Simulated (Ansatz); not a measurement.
Results of LDA (plane waves, PAW; Ansatz, a quantum-chemistry and plane-wave program) for tetragonal HfO2 (model structure) (like a known high-temperature phase).

Run with plane-wave cutoff 500 eV, 8×8×6 k mesh (along the axes of the cell as run), gaussian smearing 0.02 eV, scalar-relativistic PAW data made under PBE.

Cell (relaxed at this level):

```cif
data_Hf2O4
_chemical_formula_sum 'Hf2 O4'
_space_group_name_H-M_alt 'P 1'
_space_group_IT_number 1
_cell_length_a 3.53707
_cell_length_b 3.53707
_cell_length_c 5.10174
_cell_angle_alpha 90.000
_cell_angle_beta 90.000
_cell_angle_gamma 90.000
loop_
_space_group_symop_operation_xyz
  'x, y, z'
loop_
_atom_site_label
_atom_site_type_symbol
_atom_site_fract_x
_atom_site_fract_y
_atom_site_fract_z
_atom_site_occupancy
Hf1 Hf 0.00000 0.00000 0.00000 1
Hf2 Hf 0.50000 0.50000 0.50000 1
O1 O 0.00000 0.50000 0.20382 1
O2 O 0.00000 0.50000 0.70382 1
O3 O 0.50000 0.00000 0.29618 1
O4 O 0.50000 0.00000 0.79618 1
```

**Question.** Give the computed band gap.

**Answer.** 
* **band gap**: 4.48 eV (on the SCF k mesh)

Note: held by symmetry at 0 K, a high-temperature phase can be a saddle point.

Spin–orbit coupling is not included.

Static lattice: no zero-point or thermal effects.

Computing time: very roughly 120 core-seconds.

A model structure was made by putting elements into a prototype or built by hand; it is no filed structure, need not be a known phase, and can be a saddle point held by its symmetry.
